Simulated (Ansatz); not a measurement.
The starting structures come from a database of crystals and need not be the phases stable at ambient conditions.

Tunnelling through a barrier is set by its complex band structure: the current falls as exp(−2κd) with the smallest κ.

Consider the following.

```
BeS
1.0
    3.44382     0.00000     0.00000
    0.00000     3.44382     0.00000
    1.72191     1.72191     2.36210
Be S
1 1
Cartesian
  0.00000   0.00000   0.00000
  1.72191   3.44382   1.18105
```

The cell is strained (lengths along the current scaled by 0.97, ions clamped); by r2SCAN it stands under a pressure of 3.0 GPa.

Transport runs along the normal of the first two printed cell vectors, the (001) (indices of the unstrained crystal) plane of the conventional cell.

No gap correction and no spin-orbit coupling; mid-gap is the computed energy nearest the middle.

Task: Estimate the band gap and the smallest decay constant κ at mid-gap that r2SCAN (Ansatz, a quantum-chemistry and plane-wave program) returns for this system.

Result: Gap 3.25 eV on a 12×12×12 mesh; κ = 0.327 1/Å, at (0.500, 0.500) of the in-plane reciprocal vectors. At the zone centre the slowest state has κ = 0.33 1/Å.
